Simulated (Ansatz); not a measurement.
Data:

```xyz
2
Lattice="0.0000 2.7551 2.7551 2.7551 0.0000 2.7551 2.7551 2.7551 0.0000" Properties=species:S:1:pos:R:3 pbc="T T T"
Si     0.0000     0.0000     0.0000
Si     1.3776     1.3776     1.3776
```

All values below come from PBE with spin-orbit coupling, rigid bands (plane waves, PAW; Ansatz, a program for electronic structure). Condition of this run: hydrostatic pressure of -3.6 GPa (compression positive) (the target of the relaxation). Cell: cell and atoms relaxed with PBEsol, then loaded as said.

Task: What conductivity effective mass do dilute electrons have at 300 K?

Result: 0.29 mₑ.

Task: Predict the hole conductivity mass (n e² τ/σ) at 300 K, by direction if it differs.

Result: 0.36 mₑ.

Task: And the band gap?

Result: 0.63 eV at this level; semilocal functionals usually fall short of the measured gap.

Rigid bands, one relaxation time for all states, no polarons. Geometry: cell and atoms relaxed with PBEsol.
